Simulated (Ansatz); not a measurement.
# N_Si in 3C silicon carbide

These are PBE, PAW (plane waves to 420 eV; Ansatz, a quantum-chemistry and plane-wave program) values and carry that method's errors. The supercell holds 64 host sites (2×2×2 repeats of the unit cell), with a 2×2×2 shifted k-point sampling for the final energies. Site at the start: the Si site. Charged cells carry a point-charge image correction with potential alignment at far atoms. Dielectric constants: PBE linear response of the host. Host gap at this level: 1.37 eV. Finite-size and sampling errors can reach tenths of an eV here. PBE underestimates the host's gap, which shifts levels and can delocalise carriers. Spin–orbit coupling is left out. Each state is the lowest found from its start.

Formation energies E_f are given with the Fermi level at the valence-band maximum. Chemical conditions: C-rich (Δμ(Si) = -0.41 eV, Δμ(N) = -1.55 eV, bounded by beta Si3N4; only phases computed here count, gases as isolated molecules at 0 K); Si-rich (Δμ(Si) = 0.00 eV, Δμ(N) = -1.86 eV, bounded by beta Si3N4; only phases computed here count, gases as isolated molecules at 0 K). Reference phases: N: N2 molecule in a box, Si: silicon.

```tsv
charge	moment (μB)	largest move off a lattice site (Å)	image correction with alignment (eV)	E_f, C-rich (eV)	E_f, Si-rich (eV)
+1	not spin-polarised	0.21	0.03	5.95	6.67
0	1.0	0.34	0.00	7.22	7.93
−1†	not spin-polarised	0.69	0.36	–	–
```

† Not settled in this cell, so no level is given: charge −1: level within 0.1 eV of a band edge or past it.

Transition levels above the valence-band maximum: ε(+1/0) = 1.26 eV. On the lower envelope of the bound states, inside the gap: (+1/0) at 1.26 eV.
